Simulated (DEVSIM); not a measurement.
Structure: Pt/La2O3/SiO2/p-Si capacitor, at 400 K.

| layer (left to right) | material | thickness (nm) | Na (cm⁻³) |
|---|---|---|---|
| 1 | La2O3 | 2.20 | - |
| 2 | SiO2 | 1.40 | - |
| 3 | Si | 2300 | 6e16 |

Metal gate on the left, work function 5.6 eV. Fixed charge at the semiconductor interface 0 cm⁻² (in units of +e); interface traps 1e12 cm⁻² eV⁻¹, uniform in energy, neutral level at 0.7 of the gap above the valence band.

The device is made up for the run: typed textbook-type constants, with dimensions and the other settings drawn at random. Values at 300 K; Nc and Nv go as T^1.5, mobilities as T to minus their exponent, the gap by Varshni's rule with the affinity fixed.

| parameter | La2O3 | SiO2 | Si |
|---|---|---|---|
| gap (eV) | 5.8 | 9 | 1.124 |
| affinity (eV) | 1.8 | 0.9 | 4.05 |
| permittivity | 27 | 3.9 | 11.7 |
| Nc (cm⁻³) | - | - | 2.86e19 |
| Nv (cm⁻³) | - | - | 3.1e19 |
| Varshni α (eV/K) | - | - | 0.000473 |
| Varshni β (K) | - | - | 636 |

Model (solved in DEVSIM): 1D Poisson equation in equilibrium, Boltzmann statistics, complete ionisation; no quantum confinement or tunnelling. Metal contacts follow the ideal Schottky-Mott rule: no Fermi-level pinning, no interface dipoles.

Task: Tabulate band edges, carrier densities and field at 1.1 V on the gate.

Result: Energies count from the Fermi level of the right contact; mesh points crowd at the junctions.

| x (μm) | Ec (eV) | Ev (eV) | n (cm⁻³) | p (cm⁻³) | field (V/cm) |
|---|---|---|---|---|---|
| 0.000 | 2.700 | -3.100 | < 1e2 | < 1e2 | 25000 |
| 0.0008516 | 2.702 | -3.098 | < 1e2 | < 1e2 | 25000 |
| 0.001701 | 2.704 | -3.096 | < 1e2 | < 1e2 | 25000 |
| 0.002527 | 3.611 | -5.389 | < 1e2 | < 1e2 | 170000 |
| 0.003319 | 3.625 | -5.375 | < 1e2 | < 1e2 | 170000 |
| 0.004369 | 0.486 | -0.611 | 3.3e13 | 9.7e11 | 80000 |
| 0.006504 | 0.503 | -0.594 | 2.0e13 | 1.6e12 | 78000 |
| 0.01367 | 0.556 | -0.540 | 4.3e12 | 7.5e12 | 71000 |
| 0.02610 | 0.638 | -0.458 | 4.0e11 | 8.0e13 | 60000 |
| 0.05227 | 0.764 | -0.333 | 1.1e10 | 3.0e15 | 36000 |
| 0.1074 | 0.857 | -0.239 | 7.0e8 | 4.6e16 | 4600 |
| 0.2924 | 0.866 | -0.230 | 5.4e8 | 6.0e16 | ≈ 0 |
| 0.6133 | 0.866 | -0.230 | 5.4e8 | 6.0e16 | ≈ 0 |
| 1.299 | 0.866 | -0.230 | 5.4e8 | 6.0e16 | ≈ 0 |
| 1.928 | 0.866 | -0.230 | 5.4e8 | 6.0e16 | ≈ 0 |
| 2.132 | 0.866 | -0.230 | 5.4e8 | 6.0e16 | ≈ 0 |
| 2.223 | 0.866 | -0.230 | 5.4e8 | 6.0e16 | ≈ 0 |
| 2.266 | 0.866 | -0.230 | 5.4e8 | 6.0e16 | ≈ 0 |
| 2.291 | 0.866 | -0.230 | 5.4e8 | 6.0e16 | ≈ 0 |
| 2.298 | 0.866 | -0.230 | 5.4e8 | 6.0e16 | ≈ 0 |
| 2.302 | 0.866 | -0.230 | 5.4e8 | 6.0e16 | ≈ 0 |
| 2.304 | 0.866 | -0.230 | 5.4e8 | 6.0e16 | ≈ 0 |
